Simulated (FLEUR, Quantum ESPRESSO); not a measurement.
A FLEUR input for a self-consistent single point of Li₅NCl₂ (R-3m, 8 atoms in the cell) (DFT, LDA (Vosko-Wilk-Nusair), all-electron FLAPW (FLEUR), scalar-relativistic valence):

Input of the input generator:

```
scf Li5NCl2
&input film=f /
3.4160203371 1.9722408063 17.9222324258
-3.4160203371 1.9722408063 17.9222324258
0.0000000000 -3.9444799773 17.9222326058
1.0
1.0 1.0 1.0

8
3 0.5000000000 0.5000000000 0.5000000000
3 0.9329300000 0.9329300000 0.9329300000
3 0.0670700000 0.0670700000 0.0670700000
3 0.6743800000 0.6743800000 0.6743800000
3 0.3256200000 0.3256200000 0.3256200000
7 0.0000000000 0.0000000000 0.0000000000
17 0.2182230000 0.2182230000 0.2182230000
17 0.7817770000 0.7817770000 0.7817770000

&comp jspins=1 /
&exco xctyp='vwn' /
&kpt div1=7 div2=7 div3=7 /
&end /
```

```xml
<?xml version="1.0" encoding="UTF-8" standalone="no"?>
<fleurInput fleurInputVersion="0.39">
   <comment>
      scf Li5NCl2                                                                                         
   </comment>
   <calculationSetup>
      <cutoffs Kmax="3.8" Gmax="11.4" GmaxXC="11.4" numbands="0"/>
      <scfLoop itmax="60" minDistance="0.00001" maxIterBroyd="25" imix="Anderson" alpha="0.05" precondParam="0.0" spinf="2.0"/>
      <coreElectrons ctail="T" frcor="F" kcrel="0" coretail_lmax="0"/>
      <xcFunctional name="vwn" relativisticCorrections="F"/>
      <magnetism jspins="1"/>
      <soc l_soc="F" theta="0.0" phi="0.0" spav="F"/>
      <expertModes spex="0" secvar="F"/>
      <geometryOptimization l_f="T" forcealpha="1.0" forcemix="BFGS" epsdisp="0.00001" epsforce="0.00001"/>
      <ldaU l_linMix="F" mixParam="0.05" spinf="1.0"/>
   </calculationSetup>
   <cell>
      <bzIntegration valenceElectrons="24.0" mode="hist" fermiSmearingEnergy="0.0001">
         <kPointListSelection listName="default-1"/>
         <!-- k-points included here -->
         <xi:include xmlns:xi="http://www.w3.org/2001/XInclude" href="kpts.xml"> </xi:include>
      </bzIntegration>
      <!-- symmetry operations included here -->
      <xi:include xmlns:xi="http://www.w3.org/2001/XInclude" href="sym.xml"> </xi:include>
      <bulkLattice scale="1.0">
         <bravaisMatrix>
            <row-1>    3.4160203371000000     1.9722408063000001    17.9222324258000008</row-1>
            <row-2>   -3.4160203371000000     1.9722408063000001    17.9222324258000008</row-2>
            <row-3>    0.0000000000000000    -3.9444799772999999    17.9222326058000014</row-3>
         </bravaisMatrix>
      </bulkLattice>
   </cell>
   <atomSpecies>
      <species name="Lithium (Li)" element="Li" atomicNumber="3">
         <mtSphere radius="1.65" gridPoints="583" logIncrement="0.017"/>
         <atomicCutoffs lmax="6" lnonsphr="4"/>
         <electronConfig flipSpins="F">
            <coreConfig>(1s1/2)</coreConfig>
            <valenceConfig>(2s1/2)</valenceConfig>
            <stateOccupation state="(2s1/2)" spinUp="0.5" spinDown="0.5"/>
         </electronConfig>
         <energyParameters s="2" p="2" d="3" f="4"/>
      </species>
      <species name="Nitrogen (N)" element="N" atomicNumber="7">
         <mtSphere radius="1.65" gridPoints="583" logIncrement="0.018"/>
         <atomicCutoffs lmax="6" lnonsphr="4"/>
         <electronConfig flipSpins="F">
            <coreConfig>(1s1/2)</coreConfig>
            <valenceConfig>(2s1/2) (2p1/2) (2p3/2)</valenceConfig>
            <stateOccupation state="(2p1/2)" spinUp="0.5" spinDown="0.5"/>
            <stateOccupation state="(2p3/2)" spinUp="1.0" spinDown="1.0"/>
         </electronConfig>
         <energyParameters s="2" p="2" d="3" f="4"/>
      </species>
      <species name="Chlorine (Cl)" element="Cl" atomicNumber="17">
         <mtSphere radius="2.63" gridPoints="925" logIncrement="0.013"/>
         <atomicCutoffs lmax="10" lnonsphr="8"/>
         <electronConfig flipSpins="F">
            <coreConfig>(1s1/2) (2s1/2) (2p1/2) (2p3/2)</coreConfig>
            <valenceConfig>(3s1/2) (3p1/2) (3p3/2)</valenceConfig>
            <stateOccupation state="(3p1/2)" spinUp="0.8333333333333" spinDown="0.8333333333333"/>
            <stateOccupation state="(3p3/2)" spinUp="1.6666666666667" spinDown="1.6666666666667"/>
         </electronConfig>
         <energyParameters s="3" p="3" d="3" f="4"/>
      </species>
   </atomSpecies>
   <atomGroups>
      <atomGroup species="Lithium (Li)">
         <relPos label="                   1">1.000/2.000 1.000/2.000 1.000/2.000</relPos>
         <force calculate="T" relaxXYZ="TTT"/>
      </atomGroup>
      <atomGroup species="Lithium (Li)">
         <relPos label="                   2">-.0670700000 -.0670700000 -.0670700000</relPos>
         <relPos label="                   3">.0670700000 .0670700000 .0670700000</relPos>
         <force calculate="T" relaxXYZ="TTT"/>
      </atomGroup>
      <atomGroup species="Lithium (Li)">
         <relPos label="                   4">-.3256200000 -.3256200000 -.3256200000</relPos>
         <relPos label="                   5">.3256200000 .3256200000 .3256200000</relPos>
         <force calculate="T" relaxXYZ="TTT"/>
      </atomGroup>
      <atomGroup species="Nitrogen (N)">
         <relPos label="                   6">.0000000000 .0000000000 .0000000000</relPos>
         <force calculate="T" relaxXYZ="TTT"/>
      </atomGroup>
      <atomGroup species="Chlorine (Cl)">
         <relPos label="                   7">.2182230000 .2182230000 .2182230000</relPos>
         <relPos label="                   8">-.2182230000 -.2182230000 -.2182230000</relPos>
         <force calculate="T" relaxXYZ="TTT"/>
      </atomGroup>
   </atomGroups>
   <output dos="F" band="F" slice="F">
      <checks vchk="F" cdinf="F"/>
      <bandDOS minEnergy="-.5*Htr" maxEnergy="0.5*Htr" sigma="0.015" storeEVData="T"/>
      <vacuumDOS vacdos="F" integ="F" star="F" nstars="0" locx1="0.0" locy1="0.0" locx2="0.0" locy2="0.0" nstm="0" tworkf="0.0"/>
      <unfoldingBand unfoldBand="F" supercellX="1" supercellY="1" supercellZ="1"/>
      <plotting iplot="0" polar="F">
         <plot TwoD="T" vec1="  1.0  0.0  0.0" vec2="  0.0  1.0  0.0" vec3="  0.0  0.0  1.0" zero="  0.0  0.0  0.0" file="plot"/>
      </plotting>
      <chargeDensitySlicing numkpt="0" minEigenval="0.0" maxEigenval="0.0" nnne="0" pallst="F"/>
      <specialOutput eonly="F"/>
      <magneticCircularDichroism mcd="F" energyLo="-10.0" energyUp="0.0"/>
   </output>
  <!-- We include the file relax.xml here to enable relaxations (see documentation) -->
  <xi:include xmlns:xi="http://www.w3.org/2001/XInclude" href="relax.xml"> <xi:fallback/> </xi:include>
</fleurInput>
```

**Question.** Write the same calculation as an input for Quantum ESPRESSO.

**Answer.** This is the input that was run; spellings and numerical settings could be chosen otherwise.

```fortran
&control
  calculation = 'scf',
  prefix = 'run',
  outdir = './tmp/',
  pseudo_dir = './',
  tprnfor = .true.,
  tstress = .true.,
/
&system
  ibrav = 0,
  nat = 8,
  ntyp = 3,
  ecutwfc = 40,
  ecutrho = 200,
  occupations = 'fixed',
  nbnd = 23,
/
&electrons
  conv_thr = 1.0d-10,
  mixing_beta = 0.3,
/
ATOMIC_SPECIES
Li     6.9400  li_lda_v1.4.uspp.F.UPF
N     14.0070  n_lda_v1.2.uspp.F.UPF
Cl    35.4500  cl_lda_v1.4.uspp.F.UPF
CELL_PARAMETERS angstrom
   1.807680114     1.043664601     9.484037000
  -1.807680114     1.043664601     9.484037000
   0.000000000    -2.087329201     9.484037000
ATOMIC_POSITIONS bohr
Li    0.000000000    0.000000000   26.883348729
Li    0.000000000    0.000000000   50.160565059
Li    0.000000000    0.000000000    3.606132398
Li    0.000000000    0.000000000   36.259185431
Li    0.000000000    0.000000000   17.507512026
N     0.000000000    0.000000000    0.000000000
Cl    0.000000000    0.000000000   11.733130019
Cl    0.000000000    0.000000000   42.033567438
K_POINTS automatic
7 7 7  0 0 0
```

Basis, cutoffs, solver keys and any potentials are the target program's own. This input uses DFT, LDA (PZ), plane waves, GBRV 1.5 ultrasoft (LDA) pseudopotentials. LDA parametrisations can differ slightly between programs.

The starting cell comes from a database of computed structures (which also holds hypothetical and non-ambient phases and stackings), without a prior relaxation at this level.
